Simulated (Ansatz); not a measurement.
N on the C site (N_C) in diamond: one set of geometries, relaxed with PBE, evaluated in Ansatz (PAW, plane waves to 420 eV, 500 eV under r2SCAN) with PBE, r2SCAN.

Details: 64-site cell; 2×2×2 shifted k-points; start: the C site; charged states image-corrected; energies good to tenths of an eV.

```tsv
quantity	PBE	r2SCAN
host gap (eV)	4.13	?
ε(+1/0) above the VBM (eV)	2.85	?
ε(0/−1) above the VBM (eV)	3.80	?
neutral formation energy against graphite, N2 molecule in a box (eV)	3.85	?
largest moment on one atom at charge 0 (μB)	0.28	?
```

Question: Given the lower rungs, what does r2SCAN give?

Answer: 
- host gap (eV), r2SCAN: 4.34
- ε(+1/0) above the VBM (eV), r2SCAN: 2.82
- ε(0/−1) above the VBM (eV), r2SCAN: 4.06
- neutral formation energy against graphite, N2 molecule in a box (eV), r2SCAN: 3.78
- largest moment on one atom at charge 0 (μB), r2SCAN: 0.32

Ansatz is a first-principles code.
